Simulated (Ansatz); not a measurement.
Output of an Ansatz run (abridged):

```
WARN ansatz: RAYON_NUM_THREADS=1 ignored (pool sized by the plan → 1); use --threads N
Pseudopotentials: kind: paw
Pseudopotential: Ag, paw, valence charge 19
Pseudopotential: I, paw, valence charge 17
Crystal: 2 atoms, lattice volume = 56.434 Å³
Basis set: ecut = 420 eV, 1141 PW (Γ)
Bands: 22, of which v1, the nominal top of the filled ones, is band 18 counted from 1 (17 counted from 0)
Symmetry: 48 space group operations
Space group: Pm-3m (ITA 221), of the structure as read, at distance tolerance 3.8e-5 Å
k-points: 35 of 729
PAW frozen core: Ag, regenerated for the run's functional, and the local potential with it
PAW frozen core: I, regenerated for the run's functional, and the local potential with it
Initial density: superposition of atomic densities (neutral atoms: chi_scale 0, normalization atom), corrected by the library's trained network
Initial wavefunctions: pseudopotential atomic-orbital guess
Eigensolver: davidson
Functional: x = slater, c = lda
SCF iter   1: F=—  HF=-14813.424662 eV  |F-HF|=—  |Δ(HF+E_count)|=         —  Δρ=7.31e-3  dr2=2.54e-2  ethr=1.77e-3  ⟨swp⟩=5.8  Hψ=3432  notcnv=0
all-band conjugate gradients solve this SCF's bands
preconditioner: auto → Resta (q_TF=auto, 2.531 Å⁻¹)
SCF iter   2: F=—  HF=-14813.417053 eV  |F-HF|=—  |Δ(HF+E_count)|=   7.61e-3  Δρ=2.57e-3  dr2=1.40e-3  ethr=7.05e-5  ⟨swp⟩=2.0  Hψ=1330  notcnv=0
SCF iter   3: F=—  HF=-14813.416645 eV  |F-HF|=—  |Δ(HF+E_count)|=   4.07e-4  Δρ=1.12e-3  dr2=2.95e-4  ethr=3.88e-6  ⟨swp⟩=1.4  Hψ=815  notcnv=0
SCF iter   4: F=—  HF=-14813.416586 eV  |F-HF|=—  |Δ(HF+E_count)|=   5.95e-5  Δρ=1.65e-4  dr2=1.69e-5  ethr=8.20e-7  ⟨swp⟩=2.1  Hψ=1005  notcnv=0
SCF iter   5: F=—  HF=-14813.416576 eV  |F-HF|=—  |Δ(HF+E_count)|=   1.02e-5  Δρ=3.72e-5  dr2=7.79e-7  ethr=4.68e-8  ⟨swp⟩=2.0  Hψ=1033  notcnv=0
SCF iter   6: F=—  HF=-14813.416576 eV  |F-HF|=—  |Δ(HF+E_count)|=   5.09e-9  Δρ=1.51e-5  dr2=1.01e-7  ethr=2.78e-10  ⟨swp⟩=6.5  Hψ=3368  notcnv=0
SCF iter   7: F=-14813.416576 eV  HF=-14813.416576 eV  |F-HF|=6.62e-10  |Δ(HF+E_count)|=   1.25e-8  Δρ=2.20e-6  dr2=2.28e-9  ethr=2.78e-10  ⟨swp⟩=4.1  Hψ=2463  notcnv=0
SCF 1 converged in 7 iterations: F = -14813.416576 eV  dr2 = 2.28e-9
SCF converged after 7 iterations
Free energy (F): -14813.416576 eV
Harris-Foulkes:  -14813.416576 eV  (|F-HF|=6.62e-10)
Internal energy: -14813.407549 eV  (E = F + TS)
E sigma→0 (E₀):  -14813.412062 eV
Entropy (-TS):   -0.009027 eV (-4.513 meV/atom)
Fermi energy:    9.473926 eV
--- Per-component energies (eV) ---
  E_band       = -689.527266
  E_kinetic    = 716.723609
  E_local      = -4506.890305  (includes V_loc(G=0)·N_el)
  E_nonlocal   = 3.917418
  E_hartree    = 2146.325802
  E_xc         = -308.345062
  E_vxc        = -359.780529  (∫ρ·V_xc dr)
  E_paw        = -8432.516729  (= ΣΔE_a)
  E_vpaw       = -836.146133  (= ΣTr[D̂ρ^β])
  E_aug_tail   = 0.000327  (compensation charges beyond the density's cutoff)
  E_ewald      = -4434.128632
  E_core_change = 1.506023  (= ΣΔE_core)
  E_smearing   = -0.009027  (= −TS)
  E_closure    = -0.000000  (closes the sum)
  Σ components = -14813.416576   (vs F -14813.416576, Δ=0.00e0)
--- Forces (eV/Å), atoms counted from 1 ---
  atom   1  Ag     0.00000000    -0.00000000    -0.00000000
  atom   2  I      0.00000000     0.00000000     0.00000000
  max |Σ_I F_I| component: 1.48e-29 eV/Å
--- Stress (GPa, compression-positive) ---
       -4.625929      -0.000000       0.000000
       -0.000000      -4.625929       0.000000
        0.000000       0.000000      -4.625929
  P = ⅓ Tr σ = -4.6259 GPa (-46.259 kbar)
  The stress holds the Pulay correction. Without it, at fixed plane waves, as pw.x and ABINIT print it: P = -4.6566 GPa
--- Band table (eV; the first three rows and the last of 35) ---
  k-point 0: bands = ["-81.3949", "-44.9753", "-44.9753", "-44.9753", "-35.2115", "-35.2115", "-35.2079", "-35.2079", "-35.2079", "-3.7149", "5.6236", "5.6236", "6.1137", "6.1137", "6.1137", "8.0253", "8.0253", "8.0253", "8.9558", "15.4711", [...]
  k-point 1: bands = ["-81.3949", "-44.9755", "-44.9753", "-44.9753", "-35.2115", "-35.2112", "-35.2079", "-35.2079", "-35.2079", "-3.6588", "5.5998", "5.6328", "6.0395", "6.0395", "6.1161", "7.1805", "8.1715", "8.1715", "9.7447", "15.5051", [...]
  k-point 2: bands = ["-81.3949", "-44.9761", "-44.9752", "-44.9752", "-35.2115", "-35.2104", "-35.2081", "-35.2081", "-35.2079", "-3.5090", "5.2671", "5.6561", "5.8817", "5.8817", "6.1224", "6.4498", "8.5272", "8.5272", "10.6651", "15.6000", [...]
  k-point 34: bands = ["-81.3947", "-44.9769", "-44.9769", "-44.9769", "-35.2089", "-35.2089", "-35.2089", "-35.2075", "-35.2075", "-2.3687", "4.7178", "4.7178", "4.7983", "6.2974", "6.2974", "7.7984", "8.0383", "8.0383", "11.1048", "11.9493", [...]
```

The structure:

```xyz
2
Lattice="3.8357 0.0000 0.0000 0.0000 3.8357 0.0000 0.0000 0.0000 3.8357" Properties=species:S:1:pos:R:3 pbc="T T T"
Ag     0.0000     0.0000     0.0000
I      1.9179     1.9179     1.9179
```

Question: What input produced this log?

Answer: Other spellings and defaults could give the same log, and not every line can be read from it. The input that was run (DFT, LDA (PW92), plane waves, default PAW files made with PBE):

Ansatz 0.2 input:
```yaml
# AgI
crystal:
  lattice:
    - [3.835725, 0.000000, 0.000000]
    - [0.000000, 3.835725, 0.000000]
    - [0.000000, 0.000000, 3.835725]
  atoms:
    - { symbol: Ag, position: [0.000000, 0.000000, 0.000000] }
    - { symbol: I, position: [0.500000, 0.500000, 0.500000] }
basis:
  ecutwfc: 420.0 eV
kpoints:
  mp_grid: { grid: [9, 9, 9] }
hamiltonian:
  xc: lda
  pseudopotentials: { kind: paw }
scf:
  occupations: { method: fermi_dirac, width: 0.1 eV }
output:
  forces: true
  eigenvalues: true
  stress: true
```

The starting cell comes from a database of computed structures (which also holds hypothetical and non-ambient phases and stackings), without a prior relaxation at this level. Its lattice was rescaled by up to half a per cent. Spin-orbit coupling is off. With a pressure of about -5 GPa the cell is away from its equilibrium volume at this level. Ansatz's pressure includes its estimate of the finite-basis (Pulay) stress. The run gives no clean gap (levels at the Fermi energy touch, overlap or are partly filled at this smearing), which alone does not show that the compound is a metal.

Ansatz is a quantum-chemistry and plane-wave program.
